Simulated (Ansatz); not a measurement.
Consider BN in the h-BN type structure (space group P6_3/mmc, No. 194; a = 2.500 Å, c = 6.412 Å; layered, stacked along the Cartesian z axis).

Perturbation: P takes the place of N on all its sites; the structure is relaxed again.

Levels (all Ansatz, a quantum-chemistry and plane-wave program, PAW): PBEsol-D3(BJ) (420 eV, spin-orbit coupling left out); r2SCAN (500 eV, no spin-orbit coupling).

The geometry is relaxed with PBEsol-D3(BJ).

| Property | Value |
|---|---|
| PBEsol-D3(BJ) lowest conduction level above the VBM at special points | M 0.36 eV; H 0.53 eV; L 1.11 eV; K 1.53 eV |
| PBEsol-D3(BJ) smallest direct gap | 0.66 eV |
| PBEsol-D3(BJ) gap character | indirect, K–Γ (18 % along) → L–M (80 % along) |

Task: Predict the lowest conduction level above the VBM at special points, smallest direct gap and gap character from r2SCAN.

Result: The lowest conduction level above the VBM at special points changes from M 0.36 eV; H 0.53 eV; L 1.11 eV; K 1.53 eV to M 0.57 eV; H 0.76 eV; L 1.34 eV; K 1.72 eV; the smallest direct gap grows by 0.20 eV (0.66 eV → 0.86 eV); the gap character is still indirect, K–Γ (18 % along) → L–M (80 % along).

Single points use the geometry relaxed with PBEsol-D3(BJ). Stability against distortions was not tested. As relaxed here, BP is a hypothetical phase, not in the database extracts checked.
